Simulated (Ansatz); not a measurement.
## A computed series for HfO2: pressure series

The parent structure is HfO₂ (space group Pca2_1, No. 29).

```
CELL_PARAMETERS angstrom
      5.29405     0.00000     0.00000
      0.00000     5.06905     0.00000
      0.00000     0.00000     5.10139
ATOMIC_POSITIONS crystal
  Hf 0.03260 0.26630 0.24968
  Hf 0.96740 0.73370 0.74968
  Hf 0.53260 0.73370 0.24968
  Hf 0.46740 0.26630 0.74968
  O  0.36539 0.06759 0.10648
  O  0.63461 0.93241 0.60648
  O  0.86539 0.93241 0.10648
  O  0.13461 0.06759 0.60648
  O  0.22919 0.53721 0.99984
  O  0.77081 0.46279 0.49984
  O  0.72919 0.46279 0.99984
  O  0.27081 0.53721 0.49984
```

Cell and atoms are relaxed at each pressure.

Levels (all Ansatz, a first-principles code, PAW): PBE (420 eV, no spin-orbit coupling); r2SCAN (500 eV, without spin-orbit coupling).

The base cell above is that of PBE; each level relaxes its own structures.

```tsv
case	volume per atom, PBE	volume per atom, r2SCAN
pressure −2 GPa	11.53 Å³	[?]
pressure −1 GPa	11.47 Å³	11.18 Å³
pressure 0.3 GPa	11.39 Å³	11.11 Å³
pressure 0.7 GPa	11.37 Å³	[?]
pressure 1.5 GPa	11.32 Å³	[?]
pressure 3 GPa	11.24 Å³	10.98 Å³
pressure 5 GPa	11.14 Å³	[?]
pressure 7.5 GPa	11.02 Å³	10.78 Å³
pressure 10 GPa	10.91 Å³	10.68 Å³
```

Task: Complete the table.

Result: 
- pressure −2 GPa, volume per atom, r2SCAN: 11.23 Å³
- pressure 0.7 GPa, volume per atom, r2SCAN: 11.09 Å³
- pressure 1.5 GPa, volume per atom, r2SCAN: 11.05 Å³
- pressure 5 GPa, volume per atom, r2SCAN: 10.89 Å³

PBE lies above r2SCAN in every row, by 0.23 Å³ to 0.30 Å³. They put the cases in the same order.

Load acts through the strain it causes; cell and atoms are relaxed under it. Whether these cells are dynamically stable was not tested. Competing high-pressure phases were not computed. This is not the structure that HfO2 has at room temperature and ambient pressure.
